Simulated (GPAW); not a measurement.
# A self-consistent single point of GaFe3 (Pm-3m, 4 atoms in the cell) with GPAW

Method of the run: PBEsol, GPAW PAW datasets PBEsol (made by gpaw-setup) (plane waves; GPAW 25.7.0).

Input as run:

```python
from ase import Atoms
from ase.units import GPa
from gpaw import GPAW, PW

atoms = Atoms(['Fe', 'Fe', 'Fe', 'Ga'],
              cell=[[3.679000, 0.000000, 0.000000],
                    [0.000000, 3.679000, 0.000000],
                    [0.000000, 0.000000, 3.679000]],
              scaled_positions=[[0.000000, 0.500000, 0.500000],
                                [0.500000, 0.000000, 0.500000],
                                [0.500000, 0.500000, 0.000000],
                                [0.000000, 0.000000, 0.000000]],
              pbc=True)

atoms.set_initial_magnetic_moments([4.0, 4.0, 4.0, 0.0])

calc = GPAW(spinpol=True,
            mode=PW(850),
            xc='PBEsol',
            kpts={'size': (6, 6, 6), 'gamma': True},
            occupations={'name': 'methfessel-paxton', 'width': 0.2, 'order': 1},
            nbands=-12,
            symmetry={'symmorphic': False, 'tolerance': 0.0005},
            maxiter=100)

atoms.calc = calc

energy = atoms.get_potential_energy()
print('Energy (eV):', round(energy, 6))
forces = atoms.get_forces()
print('Forces (eV/Ang):')
print(forces.round(5))
stress = atoms.get_stress()
print('Stress (GPa, Voigt):', (stress / GPa).round(4))
```

Output (repeated stretches shortened):

```
Input parameters:
  kpts: {gamma: True,
         size: (6, 6, 6)}
  maxiter: 100
  mode: {ecut: 850.0,
         name: pw}
  nbands: -12
  occupations: {name: methfessel-paxton,
                order: 1,
                width: 0.2}
  spinpol: True
  symmetry: {symmorphic: False,
             tolerance: 0.0005}
  xc: PBEsol

species:
  Fe:
    name: Iron
    Z: 26.0
    valence: 8
    core: 18
    charge: 0.0
    file: Fe.PBEsol.gz

    # Using partial waves for Fe as LCAO basis

  Ga:
    name: Gallium
    Z: 31.0
    valence: 3
    core: 28
    charge: 0.0
    file: Ga.PBEsol.gz

    # Using partial waves for Ga as LCAO basis

Reference energy: -156605.884195  # eV

Spin-polarized calculation.
Initial magnetic moment: 12.000000

Convergence criteria:
 Maximum [total energy] change in last 3 cyles: 0.0005 eV / valence electron
 Maximum integral of absolute [dens]ity change: 0.0001 electrons / valence electron
 Maximum integral of absolute [eigenst]ate change: 4e-08 eV^2 / valence electron
 Maximum number of scf [iter]ations: 100

Symmetries present (total): 48
Symmetries with fractional translations: 0
216 k-points: 6 x 6 x 6 Monkhorst-Pack grid + [1/12,1/12,1/12]
20 k-points in the irreducible part of the Brillouin zone
       k-points in crystal coordinates                weights
   0:     0.00000000    0.00000000    0.00000000          1/216
   1:     0.16666667    0.00000000    0.00000000          6/216
   2:     0.16666667    0.16666667    0.00000000         12/216
   [... 7 lines left out ...]
          ...
  19:     0.50000000    0.50000000    0.50000000          1/216

Wave functions: Plane wave expansion
  Cutoff energy: 850.000 eV
  Number of coefficients (min, max): 2752, 2826
  Pulay-stress correction: 0.000000 eV/Ang^3 (de/decut=0.000000)

Occupation numbers: Methfessel-Paxton:
  width: 0.2000  # eV
  order: 1

Eigensolver

Densities:
  Coarse grid: 25*25*25 grid
  Fine grid: 50*50*50 grid
  Total Charge: 0.000000

Density mixing:
  Method: difference
  Backend: pulay
  Linear mixing parameter: 0.05
  old densities: 5
  Damping of long wavelength oscillations: 50

Hamiltonian:
  XC and Coulomb potentials evaluated on a 50*50*50 grid
  External potential:
    NoExternalPotential

XC parameters: PBEsol with 2 nearest neighbor stencil

Number of atoms: 4
Number of atomic orbitals: 31
Number of bands in calculation: 31
Number of valence electrons: 27
Bands to converge: occupied

Density initialized from atomic densities
  31 bands from LCAO basis set

Atomic positions and initial magnetic moments

Positions:
   0 Fe     0.000000    1.839500    1.839500    ( 0.0000,  0.0000,  4.0000)
   1 Fe     1.839500    0.000000    1.839500    ( 0.0000,  0.0000,  4.0000)
   2 Fe     1.839500    1.839500    0.000000    ( 0.0000,  0.0000,  4.0000)
   3 Ga     0.000000    0.000000    0.000000    ( 0.0000,  0.0000,  0.0000)

Unit cell:
           periodic     x           y           z      points  spacing
  1. axis:    yes    3.679000    0.000000    0.000000    25     0.1472
  2. axis:    yes    0.000000    3.679000    0.000000    25     0.1472
  3. axis:    yes    0.000000    0.000000    3.679000    25     0.1472

  Lengths:   3.679000   3.679000   3.679000
  Angles:   90.000000  90.000000  90.000000

Effective grid spacing dv^(1/3) = 0.1472

     iter     time        total  log10-change:  magmom
                         energy   eigst   dens
iter:   1 --:--:--   -31.649978                   +12.0247
iter:   2 --:--:--   -32.717498   -1.13  -1.35    +9.2562
iter:   3 --:--:--   -32.947113   -1.91  -1.35    +6.4895
iter:   4 --:--:--   -32.968961   -1.78  -1.45    +7.0222
iter:   5 --:--:--   -32.965384   -2.79  -1.82    +7.0452
iter:   6 --:--:--   -32.955108   -3.20  -1.83    +7.0343
iter:   7 --:--:--   -32.955716c  -3.29  -1.97    +7.0277
iter:   8 --:--:--   -32.952495c  -3.27  -2.22    +7.0302
iter:   9 --:--:--   -32.952592c  -4.39  -2.99    +7.0239
iter:  10 --:--:--   -32.952706c  -4.67  -2.95    +7.0241
iter:  11 --:--:--   -32.952615c  -5.46  -3.06    +7.0235
iter:  12 --:--:--   -32.952613c  -5.55  -3.52    +7.0227
iter:  13 --:--:--   -32.952612c  -6.76  -3.81    +7.0219
iter:  14 --:--:--   -32.952612c  -7.05  -3.99    +7.0219
iter:  15 --:--:--   -32.952611c  -7.82c -4.10c   +7.0219

Converged after 15 iterations.

Dipole moment: (-0.000000, -0.000000, -0.000000) |e|*Ang

Total magnetic moment: (0.000000, 0.000000, 7.021867)
Local magnetic moments:
   0 Fe ( 0.000000,  0.000000,  2.363998)
   1 Fe ( 0.000000,  0.000000,  2.363998)
   2 Fe ( 0.000000,  0.000000,  2.363998)
   3 Ga ( 0.000000,  0.000000, -0.113409)

Energy contributions relative to reference atoms: (reference = -156605.884195)

Kinetic:        +37.680805
Potential:      -30.706234
External:        +0.000000
XC:             -40.158662
Entropy (-ST):   +0.004668
Local:           +0.228369
SIC:             +0.000000
--------------------------
Free energy:    -32.951055
Extrapolated:   -32.952611

Spin contamination: 0.248627 electrons
Showing only first 2 kpts
                      Up                     Down
 Kpt  Band  Eigenvalues  Occupancy  Eigenvalues  Occupancy
  0    11      8.15353    1.00000     10.00357   -0.00002
  0    12      8.74091    1.00009     10.00357   -0.00002
  0    13      9.19896    0.96719     11.07419   -0.00000
  0    14      9.19896    0.96719     11.07419   -0.00000

  1    11      8.14851    1.00000     10.46821   -0.00000
  1    12      8.58814    1.00000     10.46821   -0.00000
  1    13      8.58814    1.00000     10.92833   -0.00000
  1    14      8.59762    1.00000     11.02852   -0.00000

Fermi level: 9.34328

No gap
No difference between direct/indirect transitions
Energy (eV): -32.952611

Forces in eV/Ang:
  0 Fe    0.00000    0.00000    0.00000
  1 Fe    0.00000    0.00000    0.00000
  2 Fe    0.00000    0.00000    0.00000
  3 Ga    0.00000    0.00000    0.00000

Stress tensor:
     0.055942     0.000000     0.000000
     0.000000     0.055942     0.000000
     0.000000     0.000000     0.055942
Stress (GPa, Voigt): [8.9629 8.9629 8.9629 0.     0.     0.    ]
```

The run converged in 15 iterations. GPAW prints stress with tension positive.

The starting cell comes from a database of published, mostly measured structures (it also holds non-ambient and calculated ones), without a prior relaxation at this level. The magnetic order is the one reached from the typed start; others were not searched systematically. With a pressure of about -9 GPa the cell is away from its equilibrium volume at this level.

Cost on one core of a shared machine: roughly 50 s.
